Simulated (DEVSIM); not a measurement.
**abrupt Si n-p junction**

System: abrupt Si n-p junction, at 300 K.

| layer (left to right) | material | thickness (μm) | Nd (cm⁻³) | Na (cm⁻³) | τn (s) | τp (s) |
|---|---|---|---|---|---|---|
| 1 | Si | 2.70 | 6.2e17 | - | 0.00014 | 0.00014 |
| 2 | Si | 2.30 | - | 1.6e15 | 0.00014 | 0.00014 |

Left contact: ohmic. Right contact: ohmic. Voltage is applied to the left contact. Recombination: SRH at mid-gap, Auger. Mobility is constant in doping.

Constants are typed, rounded textbook-type inputs, not results; the design itself was drawn at random and stands for no fabricated device. Values at 300 K.

```csv
parameter,Si
gap (eV),1.124
affinity (eV),4.05
permittivity,11.7
Nc (cm⁻³),2.86e19
Nv (cm⁻³),3.1e19
μn (cm²/Vs),1417
μp (cm²/Vs),470
Cn (cm⁶/s),2.8e-31
Cp (cm⁶/s),9.9e-32
```

DEVSIM, 1D drift-diffusion, Boltzmann statistics, complete ionisation; no tunnelling, impact ionisation, image-force lowering or self-heating.

| Property | Result |
|---|---|
| Potential step across the device at zero bias | 0.770 V |
| Largest field in the device at zero bias | 45000 V/cm |
| Dark forward voltage at 1 A/cm² | 0.516 V |
| Dark forward voltage at 100 A/cm² | 0.655 V |

Dark forward current:

```json
[
 {"V (V)": "-0.05", "J (A/cm²)": "-1.6e-8"},
 {"V (V)": "-0.10", "J (A/cm²)": "-1.2e-7"},
 {"V (V)": "-0.15", "J (A/cm²)": "-8.6e-7"},
 {"V (V)": "-0.20", "J (A/cm²)": "-5.8e-6"},
 {"V (V)": "-0.30", "J (A/cm²)": "-0.00027"},
 {"V (V)": "-0.35", "J (A/cm²)": "-0.0018"},
 {"V (V)": "-0.40", "J (A/cm²)": "-0.012"},
 {"V (V)": "-0.45", "J (A/cm²)": "-0.082"},
 {"V (V)": "-0.50", "J (A/cm²)": "-0.55"},
 {"V (V)": "-0.55", "J (A/cm²)": "-3.5"},
 {"V (V)": "-0.65", "J (A/cm²)": "-89"},
 {"V (V)": "-0.70", "J (A/cm²)": "-310"},
 {"V (V)": "-0.75", "J (A/cm²)": "-910"},
 {"V (V)": "-0.80", "J (A/cm²)": "-2300"}
]
```

Small-signal capacitance in reverse bias (quasi-static):

```
V (V)  C (nF/cm²)
-----  ----------
0.4          11.1
1            8.89
2            7.02
3            5.99
4            5.31
6            4.58
8            4.50
10           4.49
13           4.49
16           4.48
20           4.48
```
